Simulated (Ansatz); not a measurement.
Worked example: zone-centre phonon calculation of Al3Sc (Pm-3m, 4 atoms in the cell) in Ansatz (an electronic-structure program).

Level of theory: PBE, PAW files (plane waves; Ansatz).

```
Al3Sc
1.0
    4.08770     0.00000     0.00000
    0.00000     4.08770     0.00000
    0.00000     0.00000     4.08770
Sc Al
1 3
Direct
  0.00000   0.00000   0.00000
  0.00000   0.50000   0.50000
  0.50000   0.00000   0.50000
  0.50000   0.50000   0.00000
```

Reference input (self-consistent single point, DFT, PBE, plane waves, PAW files): basis.ecutwfc = 420 eV; kpoints.mp_grid.grid = 8 8 8; hamiltonian.xc = pbe; hamiltonian.pseudopotentials = {kind: paw} (the program's default PAW files); scf.occupations.method = fermi_dirac; scf.occupations.width = 0.1 eV. This run's input differs from it in these lines:

```diff
@@ -24,6 +24,4 @@
     width: 0.1 eV
-output:
-  forces: true
-  eigenvalues: true
-  stress: true
+phonons:
+  method: dfpt
```

Output, abridged:

```
SCF iter   1: F=—  HF=-3750.450276 eV  |F-HF|=—  |Δ(HF+E_count)|=         —  Δρ=2.59e-2  dr2=9.00e-1  ethr=3.10e-3  ⟨swp⟩=5.3  Hψ=9302  notcnv=0
all-band conjugate gradients solve this SCF's bands
preconditioner: auto → Kerker (q_TF=auto, 2.223 Å⁻¹)
SCF iter   2: F=—  HF=-3750.278806 eV  |F-HF|=—  |Δ(HF+E_count)|=   1.71e-1  Δρ=1.66e-2  dr2=2.79e-1  ethr=3.10e-3  ⟨swp⟩=2.0  Hψ=3137  notcnv=0
   [... lines left out ...]
SCF iter   8: F=—  HF=-3750.155589 eV  |F-HF|=—  |Δ(HF+E_count)|=  5.70e-10  Δρ=2.43e-7  dr2=5.37e-11  ethr=1.68e-11  ⟨swp⟩=2.5  Hψ=2464  notcnv=0
SCF iter   9: F=-3750.155589 eV  HF=-3750.155589 eV  |F-HF|=4.55e-13  |Δ(HF+E_count)|=  1.18e-11  Δρ=4.43e-8  dr2=1.99e-12  ethr=1.00e-12  ⟨swp⟩=4.8  Hψ=6326  notcnv=0
the search or the solves at the SCF's close seem to have found levels that the self-consistency loop had missed (the run counts 6) …
SCF 1 converged in 9 iterations: F = -3750.155589 eV  dr2 = 1.99e-12
DFPT response loops at Γ: preconditioner auto → Kerker (q_TF=auto, 2.223 Å⁻¹) (partly filled bands, converged f_vac=0.000) …
Free energy (F): -3750.155589 eV
Internal energy: -3750.111507 eV  (E = F + TS)
E sigma→0 (E₀):  -3750.133548 eV
Entropy (-TS):   -0.044081 eV (-11.020 meV/atom)
Fermi energy:    9.215131 eV
--- Phonons (Γ-DFPT): 3 representative perturbations + reference, on 125 of 512 k-points (Σ response iterations 9) ---
  k mesh reduced under 8 symmetry operations, with k and −k counted as one. Each operation leaves every solved displacement unchanged or reverses it
  ASR residual: 6.098e-4 → 0.000e0 eV/Å²; symmetrization residual: 3.958e-6 eV/Å²
  ASR residual per site (eV/Å²): 6.10e-4 7.27e-6 7.27e-6 7.27e-6
  Γ frequencies (cm⁻¹): 0.00 0.00 0.00 238.04 238.04 238.04 256.89 256.89 256.89 335.38 335.38 335.38
  non-analytic LO–TO correction: not included (Born effective charges unavailable; polar crystals: no LO–TO splitting at Γ)
```

The run converged in 9 iterations. 

Summary of the result:
- Free energy E − TS (on the zero of these files): -3750.1556 eV
- Fermi level (on the code's own zero): 9.22 eV
- Zone-centre frequencies (cm⁻¹; negative means imaginary): 0, 0, 0, 238, 238, 238, 257, 257, 257, 335, 335, 335

The starting cell has typed, rounded lattice constants, without a prior relaxation at this level. Its lattice was rescaled by up to half a per cent.

Keys are those of Ansatz 0.2.
